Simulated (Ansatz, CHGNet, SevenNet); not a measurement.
## BeTe (model structure, started from the NiAs type, P6₃/mmc, No. 194, 4 atoms in the cell): properties by level of theory

| level (code) | lattice parameter a (Å) | c axis length (Å) |
|---|---|---|
| CHGNet-r²SCAN | 3.959 | 6.114 |
| SevenNet-0 | 3.742 | 6.150 |
| SevenNet-l3i5 | 3.815 | 6.053 |
| PBE (Ansatz) | 3.856 | (withheld) |

Q: What belongs in the gaps?

A: 
- PBE (Ansatz, a first-principles code), c axis length (Å): 6.002

Ansatz's density-functional and Hartree–Fock values are scalar-relativistic unless marked +SOC, with PAW data made under PBE.

Computed values are for the static lattice.

A model structure was made by putting elements into a prototype or built by hand; it is no filed structure, need not be a known phase, and can be a saddle point held by its symmetry.
